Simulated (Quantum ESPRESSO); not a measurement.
Checking a run of Quantum ESPRESSO on Mg14ZrCu (Amm2, 16 atoms in the cell). The aim is a self-consistent single point with DFT, LDA (PZ), plane waves, GBRV 1.5 ultrasoft (LDA) pseudopotentials.

Cell that was meant: a = 10.0510 Å, b = 6.3731 Å, c = 6.3731 Å, α = 58.66°, β = 90.00°, γ = 90.00°.

Part of the input:

```fortran
/
&SYSTEM
    ibrav = 0
    nat = 17
    ntyp = 3
    ecutwfc = 50
    ecutrho = 400
[...]
Mg    7.31554895    0.00000000    9.15632520
Zr    5.02552000    0.00000000    1.97485663
Cu    5.02552000    0.00000000    7.26981040
Mg    7.42074314    1.57967640    6.48159569
K_POINTS {automatic}
2 4 4  0 0 0
CELL_PARAMETERS {angstrom}
```

Output (repeated stretches shortened):

```
     G-vector sticks info
     --------------------
     sticks:   dense  smooth     PW     G-vecs:    dense   smooth      PW
   [... lines left out ...]
        k(    2) = (   0.0000000  -0.4024286   0.2261266), wk =   0.1250000
        k(    3) = (   0.0000000   0.8048572  -0.4522533), wk =   0.0625000
   [... 17 lines left out ...]

     Dense  grid:   318095 G-vectors     FFT dimensions: ( 125,  80,  80)

     Smooth grid:   112317 G-vectors     FFT dimensions: (  90,  60,  60)

     Initial potential from superposition of free atoms

     starting charge     175.4952, renormalised to     181.0000

     negative rho (up, down):  6.221E-02 0.000E+00
     Self-consistent Calculation

     iteration #  1     ecut=    50.00 Ry     beta= 0.70

---- Real-time Memory Report at c_bands before calling an iterative solver
          1199 MiB given to the printing process from OS
           703 MiB allocation reported by mallinfo(arena+hblkhd)
------------------

     negative rho (up, down):  5.848E-02 0.000E+00

     total energy              =    -442.09301822 Ry
     estimated scf accuracy    <      53.18597988 Ry

     iteration #  2     ecut=    50.00 Ry     beta= 0.70

   [... lines left out ...]
           770 MiB allocation reported by mallinfo(arena+hblkhd)
------------------

     negative rho (up, down):  6.049E-02 0.000E+00

     total energy              =    -471.98702071 Ry
     estimated scf accuracy    <          5.8E-10 Ry

     iteration # 23     ecut=    50.00 Ry     beta= 0.70

---- Real-time Memory Report at c_bands before calling an iterative solver
          1844 MiB given to the printing process from OS
           770 MiB allocation reported by mallinfo(arena+hblkhd)
------------------

     negative rho (up, down):  6.049E-02 0.000E+00
     End of self-consistent calculation

     the Fermi energy is     6.2823 ev

!    total energy              =    -471.98702071 Ry
     estimated scf accuracy    <          8.6E-12 Ry
     smearing contrib. (-TS)   =       0.00137208 Ry
     internal energy E=F+TS    =    -471.98839279 Ry

     convergence has been achieved in  23 iterations

     negative rho (up, down):  6.049E-02 0.000E+00

     Forces acting on atoms (cartesian axes, Ry/au):

     atom    1 type  1   force =    -0.02483583   -0.01252371   -0.00779782
     atom    2 type  1   force =    -0.01506248    0.00917346   -0.00458052
     atom    3 type  1   force =    -0.00586934    0.00067668    0.00328224
     atom    4 type  1   force =     0.03085591   -0.00251680    0.01772273
   [... lines left out ...]
     Total force = 31722.125837     Total SCF correction =     0.000019
   [... lines left out ...]

     negative rho (up, down):  6.049E-02 0.000E+00
          total   stress  (Ry/bohr**3)                   (kbar)     P=    44090.07
   0.61554754  -0.39169964   0.14778173        90550.17   -57621.01    21739.44
  -0.39169964   0.24864446  -0.09399506       -57621.01    36576.86   -13827.15
   0.14778173  -0.09399506   0.03496270        21739.44   -13827.15     5143.19

   JOB DONE.
```

### Question
Is this run sound? If not, what is wrong?

### Answer
The run is not sound. The fault is one atom entered twice. Two nuclei at or near one point give a huge ion-ion repulsion and overlapping cores, and the electron count is too high as well. To fix it, remove the duplicate atom. The run converged in 23 iterations without an error; against the sound input the pressure goes from -2.80 to 4409 GPa.

An input that runs soundly differs in these lines (not the only fix; some lines may just follow from the change or write a value another way):
```diff
-    nat = 17
+    nat = 16
-Mg    7.42074314    1.57967640    6.48159569
```

With that input, the run converged in 19 iterations: free energy E − TS -30662.5575 eV; Fermi level (on the code's own zero) 6.19 eV; pressure -2.80 GPa; largest force (vector length) 0.107 eV/Å (DFT, LDA (PZ), plane waves, GBRV 1.5 ultrasoft (LDA) pseudopotentials).

On the sound input: the starting cell comes from a database of computed structures (which also holds hypothetical and non-ambient phases and stackings), without a prior relaxation at this level. Spin polarisation is off.
